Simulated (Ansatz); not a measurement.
The reference is Be in the hcp (Mg type) structure (space group P6_3/mmc, No. 194).

```
CELL_PARAMETERS angstrom
      2.26472     0.00000     0.00000
     -1.13236     1.96131     0.00000
      0.00000     0.00000     3.56124
ATOMIC_POSITIONS crystal
  Be 0.66667 0.33333 0.75000
  Be 0.33333 0.66667 0.25000
```

All numbers come from PBE/PAW in Ansatz (a quantum-chemistry and plane-wave program), spin-orbit coupling left out.

Before the change:

* **Volume per atom**: 7.91 Å³
* **c/a ratio**: 1.572

Perturbation: cell and atoms relaxed at a pressure of 22.5 GPa.

Question: What does the calculation give for the volume per atom after the change?

Answer: The volume per atom decreases by 1.06 Å³ (7.91 Å³ → 6.85 Å³).

Question: Estimate the effect on the c/a ratio.

Answer: The c/a ratio rises by 0.010 (1.572 → 1.582).

Load acts through the strain it causes; cell and atoms are relaxed under it. Whether these cells are dynamically stable was not tested. No other phases were tried under pressure.
